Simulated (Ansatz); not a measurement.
## ZnGaNO (model structure, Pna2₁, No. 33, 16 atoms in the cell)

All values below come from r²SCAN+SOC (PAW; Ansatz, a first-principles code).

Settings: plane-wave cutoff 560 eV, 6×4×6 k mesh (along the axes of the cell as run), Fermi–Dirac smearing 0.01 eV, PAW data made under PBE.

Cell (relaxed with PBEsol):

```yaml
crystal:
  lattice:
    - [5.59307, 0.00000, 0.00000]
    - [0.00000, 6.42164, 0.00000]
    - [0.00000, 0.00000, 5.19192]
  atoms:
    - { symbol: Zn, position: [0.07662, 0.61497, 0.00990] }
    - { symbol: Zn, position: [0.92338, 0.38503, 0.50990] }
    - { symbol: Zn, position: [0.57662, 0.88503, 0.00990] }
    - { symbol: Zn, position: [0.42338, 0.11497, 0.50990] }
    - { symbol: Ga, position: [0.08188, 0.13425, 0.99485] }
    - { symbol: Ga, position: [0.91812, 0.86575, 0.49485] }
    - { symbol: Ga, position: [0.58188, 0.36575, 0.99485] }
    - { symbol: Ga, position: [0.41812, 0.63425, 0.49485] }
    - { symbol: O, position: [0.07144, 0.11492, 0.36787] }
    - { symbol: O, position: [0.92856, 0.88508, 0.86787] }
    - { symbol: O, position: [0.57144, 0.38508, 0.36787] }
    - { symbol: O, position: [0.42856, 0.61492, 0.86787] }
    - { symbol: N, position: [0.09724, 0.63204, 0.38738] }
    - { symbol: N, position: [0.90276, 0.36796, 0.88738] }
    - { symbol: N, position: [0.59724, 0.86796, 0.38738] }
    - { symbol: N, position: [0.40276, 0.13204, 0.88738] }
```

```yaml
band_gap: 1.68 eV
smallest_direct_gap_on_the_k_points_sampled: 1.69 eV
```

Note: the relaxation could raise the start's symmetry but not lower it, so the cell can be a saddle point; cell and atoms aren't relaxed at this level (largest force component 0.11 eV/Å).

Computed values are for the static lattice.

A model structure was made by putting elements into a prototype or built by hand; it is no filed structure, need not be a known phase, and can be a saddle point held by its symmetry.
